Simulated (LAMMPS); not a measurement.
An MD run on a symmetric tilt boundary about [001] in Si (diamond structure), boundary plane (410).

Model: classical MD, pair style edip, file Si.edip, run in LAMMPS.

Σ17, energy 0.89 J/m² at 0 K; heated in steps, 60 ps sampled at each, free outer surfaces; steps at which the grains lost their order are left out.

```json
[
 {"T (K)": "844", "disordered width (Å)": "3.9", "disordered share in the grains": "0.00"},
 {"T (K)": "1181", "disordered width (Å)": "4.2", "disordered share in the grains": "0.00"},
 {"T (K)": "1350", "disordered width (Å)": "___", "disordered share in the grains": "0.00"},
 {"T (K)": "1518", "disordered width (Å)": "___", "disordered share in the grains": "0.02"}
]
```

Question: What belongs in the gaps?

Answer: 
- 1518, disordered width (Å): 5.0
- 1350, disordered width (Å): 4.5
